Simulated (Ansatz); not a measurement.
Base system: CdSe in the zinc blende structure (space group F-43m, No. 216; a = 6.1964 Å).

Method: Ansatz (an electronic-structure program), PBE, PAW, cutoff 420 eV, scalar-relativistic without spin-orbit coupling.

Strains are applied to the cell and any free atomic positions relax.

One change was made to it. Results:

```csv
quantity,base,after
gap character,direct at Γ,direct at Γ
band gap,0.49 eV,0.34 eV
energy relative to the base (free energy F),0 meV/atom,+21 meV/atom
"hole mass (degenerate bands, along [100])","0.054, 0.73, 0.73 mₑ (at Γ)","0.041, 0.82, 0.82 mₑ (at Γ)"
```

### Question
Name the change that was made.
(A) isotropic strain +1.00 %
(B) isotropic strain −2.00 %
(C) isotropic strain +2.00 %
(D) isotropic strain +2.50 %

### Answer
D, isotropic strain +2.50 %. For comparison, the energy relative to the base in the other runs: isotropic strain −2.00 % gives +16 meV/atom; isotropic strain +1.00 % gives +3.7 meV/atom; isotropic strain +2.00 % gives +14 meV/atom.

Masses are band curvatures over ±0.01 Å⁻¹ around the edge. Whether these cells are dynamically stable was not tested.
